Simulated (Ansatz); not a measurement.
BaTiO₃ in the cubic perovskite structure (space group Pm-3m, No. 221)

```yaml
crystal:
  lattice:
    - [4.01924, 0.00000, 0.00000]
    - [0.00000, 4.01924, 0.00000]
    - [0.00000, 0.00000, 4.01924]
  atoms:
    - { symbol: Ba, position: [0.00000, 0.00000, 0.00000] }
    - { symbol: Ti, position: [0.50000, 0.50000, 0.50000] }
    - { symbol: O, position: [0.50000, 0.00000, 0.50000] }
    - { symbol: O, position: [0.00000, 0.50000, 0.50000] }
    - { symbol: O, position: [0.50000, 0.50000, 0.00000] }
```

Calculations: DFT with PBE, PAW potentials and a 420 eV plane-wave cutoff in Ansatz (a program for electronic structure), spin-orbit coupling left out. k-mesh 8×8×8 (Γ-centred); smearing 0.05 eV (Fermi–Dirac).

```yaml
volume_per_atom: 12.99 Å³
density: 5.96 g/cm³
band_gap: 1.78 eV, indirect, R → Γ
Lowest conduction-band minima above the VBM: Γ 1.78 eV
total_energy: -2031.913 eV/atom (σ→0; compares only within this code and set-up)
```

Whether these cells are dynamically stable was not tested. All final runs are without spin polarisation. Many cubic perovskites are stable only at high temperature; tilts and polar distortions were not tested. This is not the structure that BaTiO3 has at room temperature and ambient pressure.
